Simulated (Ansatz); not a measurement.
Start from Lu in the hcp (Mg type) structure (space group P6_3/mmc, No. 194; a = 3.5062 Å, c = 5.4820 Å; relaxed with 0.1 eV smearing).

Calculations: Ansatz (a first-principles code), PBE, PAW, cutoff 420 eV, no spin-orbit coupling.

Before the change:

```
Item        Value
--------  -------
Pressure  0.0 GPa
Band gap     zero
```

It is then changed as follows: the cell is scaled by 0.9950 in all directions, atoms relaxed at fixed cell.

What does the calculation give for the energy relative to the base after the change?

The energy goes up by 1.0 meV/atom.

Estimate the effect on the pressure.

The pressure (mean of the normal stresses, compression positive) goes from zero to 0.7 GPa.

Predict the new band gap.

The band gap remains zero.

The cells carry an imposed strain or load. No phonon test of stability was made.
